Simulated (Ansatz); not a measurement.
# How the c axis length of ZrC (model structure, started from the WC type, P-6m2, No. 187, 2 atoms in the cell) moves with the method

No measured value is used here.

```json
[
 {"level (code)": "LDA (Ansatz)", "value (Å)": "2.899"},
 {"level (code)": "PBE (Ansatz)", "value (Å)": "2.940"},
 {"level (code)": "PBEsol (Ansatz)", "value (Å)": "(withheld)"},
 {"level (code)": "PBE-D3(BJ) (Ansatz)", "value (Å)": "2.922"},
 {"level (code)": "r²SCAN (Ansatz)", "value (Å)": "(withheld)"},
 {"level (code)": "r²SCAN+rVV10 (Ansatz)", "value (Å)": "2.931"}
]
```

Q: Fill in the missing entries.

A: 
- PBEsol (Ansatz, a program for electronic structure), value (Å): 2.916
- r²SCAN (Ansatz), value (Å): 2.935

Cutoffs differ between the levels. Ansatz's density-functional and Hartree–Fock values are scalar-relativistic unless marked +SOC, with PAW data made under PBE.

A model structure was made by putting elements into a prototype or built by hand; it is no filed structure, need not be a known phase, and can be a saddle point held by its symmetry.
